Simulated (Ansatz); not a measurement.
Results of G0W0@PBE (Ansatz, a quantum-chemistry and plane-wave program, hard PAW, contour deformation) for zinc-blende BeS.

The cell has the measured lattice parameters. Conventional cell: a = 4.8700 Å, b = 4.8700 Å, c = 4.8700 Å, α = 90.00°, β = 90.00°, γ = 90.00°.

The quasiparticle gap at Γ at a fixed k mesh 4×4×4:

| response cutoff | value (eV) |
|---|---|
| 150 eV, 221 empty bands | 7.297 |
| 200 eV, 341 empty bands | 7.339 |
| 250 eV, 476 empty bands | 7.361 |
| 300 eV, 626 empty bands | 7.376 |

Task: Taking the value to converge with the response cutoff E as E^(−3/2), extrapolate from the last two rows.

Result: With y = y∞ + c/w and weights w = 3953 and 5196 for the last two rows, y∞ = (w2 y2 − w1 y1)/(w2 − w1) = (5196 × 7.376 − 3953 × 7.361)/1243 = 7.424 eV, which lies 0.048 beyond the last row. Successive pairs of rows give 7.417, 7.416, 7.424. The limit also hangs on the law assumed, so its last digits aren't firm.

The other settings are not extrapolated, so this is the limit in one setting alone.

At the last cutoff the smallest gap on this mesh is 4.51 eV, with an edge away from Γ.
